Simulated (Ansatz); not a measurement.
Take W in the bcc (W type) structure (space group Im-3m, No. 229; a = 3.154 Å; relaxed with 0.1 eV smearing) as the base.

Method: Ansatz (a first-principles code) PBEsol, spin-orbit coupling left out.

Strains are applied to the cell and any free atomic positions relax.

One change was made to it. Results:

| quantity | base | after |
|---|---|---|
| pressure | 0.0 GPa | -16.9 GPa |
| energy relative to the base (free energy F) | 0 meV/atom | +53 meV/atom |

Problem. Name the change that was made.
A) isotropic strain +3.00 %
B) isotropic strain +0.50 %
C) isotropic strain −0.50 %
D) isotropic strain +2.00 %

Solution. D, isotropic strain +2.00 %. For comparison, the energy relative to the base in the other runs: isotropic strain +3.00 % gives +117 meV/atom; isotropic strain −0.50 % gives +3.6 meV/atom; isotropic strain +0.50 % gives +3.5 meV/atom.

Whether these cells are dynamically stable was not tested. All final runs are without spin polarisation.
